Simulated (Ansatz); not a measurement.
Input:

```
Be
1.0
    2.18750     0.00000     0.00000
   -1.09375     1.89443     0.00000
    0.00000     0.00000     3.45126
Be
2
Direct
  0.66667   0.33333   0.75000
  0.33333   0.66667   0.25000
```

No spin polarisation.

Method: PBEsol (Ansatz, a first-principles code, PAW, scalar-relativistic without spin-orbit coupling). Γ-centred 29×29×16 mesh, Fermi–Dirac width 0.1 eV.

**Question.** Predict the band gap, pressure and space group.

**Answer.** 
- Band gap: zero
- Pressure (mean of the normal stresses, compression positive): 13.2 GPa
- Space group: P6_3/mmc (No. 194)

The cells carry an imposed strain or load. Whether these cells are dynamically stable was not tested. The cell was made from Be in the hcp (Mg type) structure (space group P6_3/mmc, No. 194) by this change: isotropic strain −3.00 %.
